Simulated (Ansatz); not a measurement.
Cell and atoms of amorphous Hf₁₈O₃₇Ba:

```xyz
56
Lattice="8.9834 -0.4664 -0.2740 -0.4664 9.0741 0.1008 -0.2740 0.1008 9.1022" Properties=species:S:1:pos:R:3 pbc="T T T"
Hf     7.7616     7.3395     5.1755
Hf     5.6817     6.6211     2.6733
Hf     2.4905     2.5056     0.9008
Hf     5.3157     4.6287     0.1009
Hf     3.0920     1.4659     4.0655
Hf     5.8427     3.4069     3.8018
Hf     7.5697     4.1391     6.9922
Hf     0.1507     8.6138     2.6082
Hf     0.0627     6.9673     8.7678
Hf    -0.1068     2.4727     4.8684
Hf     1.9063     4.1216     7.0399
Hf     3.0836     7.8566     1.3513
Hf     4.6479     5.8478     5.6035
Hf     8.5515     0.5333     8.3285
Hf     8.0673     3.1193     1.0631
Hf     2.5052     0.3679     7.5229
Hf     5.9983     0.7456     0.5106
Hf     5.9161     0.6334     5.7654
O      7.5822     4.8181    -0.0012
O      1.4889     2.1088     7.8992
O      0.4503     7.5381     4.4428
O      5.5173     4.8531     7.2245
O      7.2587     7.7995     3.1469
O      7.8913     2.9841     3.1385
O      2.0740     7.6411     8.5421
O      7.9773     0.3773     5.3904
O      0.1079     8.7417     7.4133
O      6.5066     5.5683     4.4805
O      3.9161     0.6967     0.0841
O      0.6423     5.0892     8.2137
O      1.9495     2.7151     5.3399
O      1.2021     6.9458     1.6934
O      5.2546     1.4176     3.9815
O      6.3875     0.3757     7.7995
O      7.8967     6.1367     6.7772
O      8.0406     7.6742     0.3918
O      3.7686     0.5996     5.9928
O      5.9946     4.6648     2.1231
O      0.9415     1.2996     3.5812
O      4.3014     3.9960     4.8229
O      3.2207     3.8841     8.7255
O      4.9787     8.4762     1.9414
O      0.1295     4.2736     5.8781
O      2.7740     5.7201     6.2656
O      3.5469     2.7242     2.5516
O      2.4091     8.9233     2.9691
O      1.4017     0.7411     0.8751
O      5.8945     2.7050     0.6141
O      8.0116     2.5166     8.1575
O      4.4582     6.2975     0.8634
O      3.9943     6.5302     3.6710
O      6.7631     2.6979     5.6312
O      5.5777     7.7317     5.6753
O      7.9009     1.0207     1.1252
O      1.0618     3.6764     1.5754
Ba     1.6992     5.3332     3.7260
```

All values below come from PBE, scalar-relativistic without spin-orbit coupling (plane waves to 420 eV, PAW; Ansatz, a program for electronic structure).

It comes from a melt-quench run on a machine-learned potential (CHGNet), relaxed afterwards by DFT. O atoms were pushed apart under 1.9 Å during the dynamics, to hinder bonds among them. The hot cell started wider than the set density and was brought back towards it in steps. It is the lowest in DFT energy of 2 quenches. It is a model cell: composition and starting density were chosen by hand, and all elements were melted together. No dispersion term was used. Its density started from a set value of 8.86 and ended at 8.85 g/cm³. Cooling (nominally 380 K/ps over its main leg) ran many orders faster than in experiment, which tends to leave more defects and strain. One small periodic cell is one sample of the glass; other quenches scatter about these values. The volume was held where the preparation left it and the shape relaxed, at a PBE pressure of 3.8 GPa. Stress components on the final sampling reach 3.9 GPa. On a 2×2×2 Γ-centred mesh force components of up to 0.14 eV/Å stay, since the relaxation ran on the zone centre alone.

Bonds are counted up to Hf-Hf 3.34 Å, Hf-O 2.58 Å, Hf-Ba 4.04 Å, O-O 1.58 Å, O-Ba 3.37 Å, Ba-Ba 4.73 Å. Two cations that share two anions don't count as bonded, nor two that share one unless they lie closer than Hf-Hf 3.25 Å, Hf-Ba 3.93 Å, Ba-Ba 4.60 Å.

**Question.** Give the coordination numbers, mean bond lengths and angles.

**Answer.** 
| Quantity | Value |
|---|---|
| Mean coordination of Hf by anions | 6.17 (2 with 5, 11 with 6, 5 with 7); 1 close contacts or bonds to cations besides |
| Mean coordination of O | 3.22 (1 with 2, 27 with 3, 9 with 4) |
| Mean coordination of Ba by anions | 8.00 (1 with 8); 1 close contacts or bonds to cations besides |
| Mean Hf-O bond | 2.126 Å (spread 0.116 Å, 111 counted) |
| Mean O-Ba bond | 2.814 Å (spread 0.190 Å, 8 counted) |
| Bond angle at Hf | mean 102.5°, spread 29.1° |
| Bond angle at O | mean 111.8°, spread 17.8° |
| Bond angle at Ba | mean 97.2°, spread 34.3° |

**Question.** List the pairs of like atoms that count as bonded by the rules above.

**Answer.** There are none by these rules.
